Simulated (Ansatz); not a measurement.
Base system: GaN in the wurtzite structure (space group P6_3mc, No. 186; a = 3.183 Å, c = 5.185 Å). Axes: x lies along a and z along c of the hexagonal cell.

Structures relaxed with PBEsol, PAW, 420 eV (Ansatz, a program for electronic structure; no spin-orbit coupling).

Base:

Simulated powder pattern, Mo Kα, λ = 0.71073 Å (kinematic, ideal powder, no thermal factors, no anomalous dispersion; the 8 strongest lines at most, above 2 %, up to 2θ = 40°):

```tsv
2θ (°)	I/Imax (%)	hkl
14.82	42	(100)
15.76	35	(002)
16.79	100	(101)
21.69	22	(102)
25.81	34	(110)
28.09	36	(103)
30.38	31	(112)
30.95	18	(201)
```

After one change:

Simulated powder pattern, Mo Kα, λ = 0.71073 Å (kinematic, ideal powder, no thermal factors, no anomalous dispersion; the 8 strongest lines at most, above 2 %, up to 2θ = 40°):

| 2θ (°) | I/Imax (%) |
|---|---|
| 14.82 | 42 |
| 15.57 | 36 |
| 16.75 | 100 |
| 21.55 | 22 |
| 25.81 | 33 |
| 27.85 | 36 |
| 30.28 | 31 |
| 30.93 | 18 |

Task: Which change produced these results?
A. uniaxial strain ε_zz = +3.00 %
B. uniaxial strain ε_zz = +1.80 %
C. uniaxial strain ε_zz = +0.60 %
D. uniaxial strain ε_zz = +1.20 %

Result: D, uniaxial strain ε_zz = +1.20 %. Its volume per atom is 11.51 Å³ against 11.37 Å³, and its space group is P6_3mc (No. 186).

No phonon test of stability was made.
